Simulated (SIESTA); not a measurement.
Band structure of La (P6_3/mmc, 4 atoms in the cell).

```
La
1.0
    1.88500    -3.26492     0.00000
    1.88500     3.26492     0.00000
    0.00000     0.00000    12.16000
La
4
Direct
  0.00000   0.00000   0.50000
  0.00000   0.00000   0.00000
  0.33333   0.66667   0.25000
  0.66667   0.33333   0.75000
```

Level of theory: GGA PBE, numerical atomic orbitals DZP, PseudoDojo PBE standard norm-conserving potentials (rewritten from UPF to PSML) in SIESTA.

Settings: XC.functional = GGA; XC.authors = PBE; potentials = PseudoDojo PBE standard; PAO.BasisSize = DZP; PAO.EnergyShift = 0.005 Ry; MeshCutoff = 300 Ry; kgrid.MonkhorstPack = 7 7 2; OccupationFunction = FD; ElectronicTemperature = 0.1 eV; MaxSCFIterations = 150; SCF.Mixer.Method = Pulay; SCF.Mixer.Weight = 0.2; SCF.Mixer.History = 6; SCF.DM.Tolerance = 1.0E-04.

The starting cell has typed, rounded lattice constants, without a prior relaxation at this level. Values carry the incompleteness of an atom-centred basis.

Levels in eV from the Fermi level, bands 19 to 24:
```json
[
 {"point": "Γ", "19": "-2.01", "20": "-1.88", "21": "0.76", "22": "0.80", "23": "1.13", "24": "1.13"},
 {"point": "M", "19": "-1.67", "20": "-1.13", "21": "-0.75", "22": "-0.36", "23": "-0.21", "24": "0.56"},
 {"point": "K", "19": "-0.67", "20": "-0.52", "21": "-0.52", "22": "-0.12", "23": "0.07", "24": "0.07"},
 {"point": "A", "19": "-1.80", "20": "-1.80", "21": "1.05", "22": "1.05", "23": "1.27", "24": "1.27"},
 {"point": "L", "19": "-1.50", "20": "-1.50", "21": "-1.16", "22": "-1.16", "23": "0.66", "24": "0.66"},
 {"point": "H", "19": "-0.41", "20": "-0.41", "21": "-0.09", "22": "-0.09", "23": "-0.05", "24": "-0.05"}
]
```

Bands cross the Fermi level along this path, so the cell is metallic at this level.

Higher empty bands are left out: an atom-centred basis made for the valence describes them poorly.
